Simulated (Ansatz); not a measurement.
Reference: Al (Fm-3m), PBEsol, DFPT electron-phonon coupling, linearised Boltzmann equation (plane waves, PAW, scalar-relativistic; Ansatz, an electronic-structure program); axes and stresses refer to this cell.

```yaml
crystal:
  lattice:
    - [0.00000, 2.00538, 2.00538]
    - [2.00538, 0.00000, 2.00538]
    - [2.00538, 2.00538, 0.00000]
  atoms:
    - { symbol: Al, position: [0.00000, 0.00000, 0.00000] }
```

The mean free path at 300 K is 23 nm and the resistivity at 300 K comes out as 2.3 μΩ·cm.

Task: Change: hydrostatic pressure 30 GPa. What happens to mean free path at 300 K, resistivity at 300 K?

Result: mean free path at 300 K rises to 62 nm; resistivity at 300 K shrinks to 0.90 μΩ·cm.

Metals; harmonic phonons alone scatter; means over directions. The mean free path is weighted by the current that each state carries. Halving the electron mesh moves these values by up to 9 %; q meshes are mostly untested. Some of the runs warned that the eigensolver left states short of its tolerance. Spin-orbit coupling is left out unless a row names it. Stresses and pressures are the targets of the relaxation.  The structure type is held under load, also where the real crystal would transform.
